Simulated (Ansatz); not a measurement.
Cu: response to strain

Base system: Cu in the fcc (Cu type) structure (space group Fm-3m, No. 225; a = 3.577 Å; relaxed with 0.1 eV smearing).

Strains are applied to the cell and any free atomic positions relax.

The values are results of Ansatz (an electronic-structure program) r2SCAN, scalar-relativistic without spin-orbit coupling, not measurements.

Notes on the quantities. energy relative to the base: free energy F.

```
change                    shortest interatomic distance    pressure  energy relative to the base
------------------------  -----------------------------  ----------  ---------------------------
base                                         4.779 bohr     0.0 GPa                   0 meV/atom
isotropic strain −3.00 %                     4.636 bohr  (withheld)                   (withheld)
isotropic strain −2.50 %                     4.660 bohr    15.0 GPa                 +36 meV/atom
isotropic strain −2.00 %                     4.684 bohr    11.5 GPa                 +23 meV/atom
isotropic strain −1.50 %                     4.708 bohr     8.3 GPa                   (withheld)
isotropic strain −1.00 %                     4.732 bohr     5.3 GPa                +5.4 meV/atom
isotropic strain −0.50 %                     4.755 bohr     2.5 GPa                +1.3 meV/atom
```

### Question
Fill in the withheld entries from the trend.

### Answer

- isotropic strain −3.00 %, pressure: 18.7 GPa
- isotropic strain −3.00 %, energy relative to the base: +53 meV/atom
- isotropic strain −1.50 %, energy relative to the base: +13 meV/atom

Whether these cells are dynamically stable was not tested. The final runs are not spin-polarised.
